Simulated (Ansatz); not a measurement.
Base system: GaAs in the zinc blende structure (space group F-43m, No. 216; a = 5.659 Å). Axes: x, y, z lie along the cube axes.

Now apply this change: strain tensor (xx, yy, zz, yz, xz, xy) = (+0.27, −0.81, +0.44, +1.03, +0.11, −0.15) %, atoms relaxed at fixed cell.

Levels (all Ansatz, a first-principles code, PAW): PBEsol (420 eV, scalar-relativistic without spin-orbit coupling); r2SCAN (500 eV, scalar-relativistic without spin-orbit coupling); HSE06 (420 eV, spin-orbit coupling left out).

At the geometry relaxed with PBEsol, these levels gave the following band gaps, in shuffled order: (a) 1.29 eV, (b) 0.89 eV, (c) 0.32 eV.

Question: Match each gap to its level.

Answer: (a) HSE06; (b) r2SCAN; (c) PBEsol.

Single points use the geometry relaxed with PBEsol. Stability against distortions was not tested.
